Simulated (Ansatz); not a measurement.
Functionals compared on the (20-23) surface of hcp Os in its 1x1 cell, outermost plane spacing 0.15 Å in the ideal cut, in Ansatz (plane waves, PAW). The structure was relaxed with PBE; the other rows are single points on it, each with its references at the same level. Cutoff 420 eV (500 eV for r2SCAN).

Slab: 24 atoms, 10.3 Å thick at the start (thin: gaps and levels are the slab's own); k 14x4x1, smearing 0.1 eV, dipole-corrected; all atoms relaxed; held to the part of the start's symmetry that mesh and held atoms allow; no spin, no spin-orbit, no U. These notes are the PBE run's.

| functional | surface energy (J/m²) | work function of the top face (eV) | rough cost of the single point |
|---|---|---|---|
| PBE | 3.69 | 5.00 | – |
| LDA | 4.28 | 5.33 | about 6 core-minutes (a rough figure) |
| PBEsol | (withheld) | (withheld) | about 6 core-minutes (a rough figure) |
| RPBE | 3.46 | 4.85 | around 7 core-minutes (rough) |
| r2SCAN | 3.97 | 5.03 | around 13 core-minutes (rough) |

Problem. Fill in the missing entries.

Solution. 
- PBEsol, surface energy (J/m²): 4.14
- PBEsol, work function of the top face (eV): 5.11

Ansatz is a first-principles code.
